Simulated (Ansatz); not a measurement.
Take GaS in the beta-GaS type structure (space group P6_3/mmc, No. 194; a = 3.591 Å, c = 15.449 Å; layered, stacked along the Cartesian z axis) as the base.

The values are results of PBE-D3(BJ) (Ansatz, an electronic-structure program; PAW; 420 eV plane waves; scalar-relativistic without spin-orbit coupling), not measurements.

One change was made to it. Results:

| quantity | base | after |
|---|---|---|
| shortest interatomic distance | 2.341 Å | 2.293 Å |
| c/a ratio | 4.303 | 4.149 |
| band gap | 1.56 eV | 0.97 eV |

Which of these changes matches the shifts?
(A) pressure 50 GPa
(B) pressure 7 GPa
(C) pressure 75 GPa
(D) pressure 30 GPa

B, pressure 7 GPa. For comparison, the band gap in the other runs: pressure 50 GPa gives zero; pressure 30 GPa gives zero; pressure 75 GPa gives zero.

The mesh was chosen for an insulator and is coarse for the gapless case. Load acts through the strain it causes; cell and atoms are relaxed under it. No phonon test of stability was made. Competing high-pressure phases were not computed. All final runs are without spin polarisation. A zero or small gap of GaS under pressure 30 GPa can be the functional's error rather than a property of the material.
